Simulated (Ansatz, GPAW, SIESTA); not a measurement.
## One structure in several programs: Nb3Au (Pm-3n, 8 atoms in the cell)

Self-consistent single point.

```
CELL_PARAMETERS angstrom
      5.29342     0.00000     0.00000
      0.00000     5.29342     0.00000
      0.00000     0.00000     5.29342
ATOMIC_POSITIONS crystal
  Nb 0.50000 0.25000 0.00000
  Nb 0.50000 0.75000 0.00000
  Nb 0.25000 0.00000 0.50000
  Nb 0.75000 0.00000 0.50000
  Nb 0.00000 0.50000 0.25000
  Nb 0.00000 0.50000 0.75000
  Au 0.50000 0.50000 0.50000
  Au 0.00000 0.00000 0.00000
```

Shared settings, as Ansatz (an electronic-structure program) writes them: kpoints.mp_grid.grid = 2 2 2; scf.occupations.method = fermi_dirac; scf.occupations.width = 0.05 eV. Potentials and cutoffs stand in the table.

| code | model | pressure (GPa) | cutoff |
|---|---|---|---|
| Ansatz | PBEsol, PAW files made with PBE | -12.04 | 420 eV |
| GPAW | PBEsol, GPAW PAW datasets PBEsol (made by gpaw-setup) | -12.03 | 600 eV |
| SIESTA | GGA PBEsol, numerical atomic orbitals DZP, PseudoDojo PBEsol standard norm-conserving potentials (rewritten from UPF to PSML) | -13.09 | grid 400 Ry |

On Ansatz's run: spin-orbit coupling is off. Spin polarisation is off.

The spread over the programs that give each value: pressure within 1.06 GPa.

SIESTA uses small atom-centred bases, whose incompleteness enters pressures, forces and empty levels differently from a plane-wave cutoff. Ansatz's pressure is given at a fixed set of plane waves, as the other plane-wave codes print theirs. In the pressure, SIESTA (by 1.05) lies more than 1 GPa from the median of the plane-wave programs.

On the base mesh (5 5 5) the same programs gave: Ansatz pressure -11.42 GPa; GPAW pressure -11.54 GPa; SIESTA pressure -12.79 GPa.

The values differ from the base mesh's, so the mesh still matters here: the table compares the programs at equal settings.

The starting cell comes from a database of computed structures (which also holds hypothetical and non-ambient phases and stackings), without a prior relaxation at this level. Its lattice was rescaled by a random factor within 2.5 % of one.

Left out of this page: Elk (not drawn, or without a comparable value).

Keys are those of Ansatz 0.2.
